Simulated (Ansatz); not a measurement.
GaAs (model structure, started from the BeO type, P4₂/mnm, No. 136, 8 atoms in the cell) was calculated with PBEsol+SOC in Ansatz (plane waves, PAW).

Numerical settings: plane-wave cutoff 520 eV, 6×6×8 k mesh (along the axes of the cell as run), Fermi–Dirac smearing 0.01 eV, PAW data made under PBE.

Cell (relaxed with PBEsol):

```xyz
8
Lattice="6.9180 0.0000 0.0000 0.0000 6.9180 0.0000 0.0000 0.0000 4.0023" Properties=species:S:1:pos:R:3 pbc="T T T"
Ga     2.2417     4.6763     0.0000
Ga     4.6763     2.2417     0.0000
Ga     5.7007     5.7007     2.0011
Ga     1.2173     1.2173     2.0011
As     2.1992     2.1992     0.0000
As     4.7189     4.7189     0.0000
As     1.2598     5.6582     2.0011
As     5.6582     1.2598     2.0011
```

Question: Predict the band gap.

Answer: 
- band gap = 0.38 eV (direct)

Note: the relaxation could raise the start's symmetry but not lower it, so the cell can be a saddle point.

Computed values are for the static lattice.

A model structure was made by putting elements into a prototype or built by hand; it is no filed structure, need not be a known phase, and can be a saddle point held by its symmetry.

Ansatz is a first-principles code.
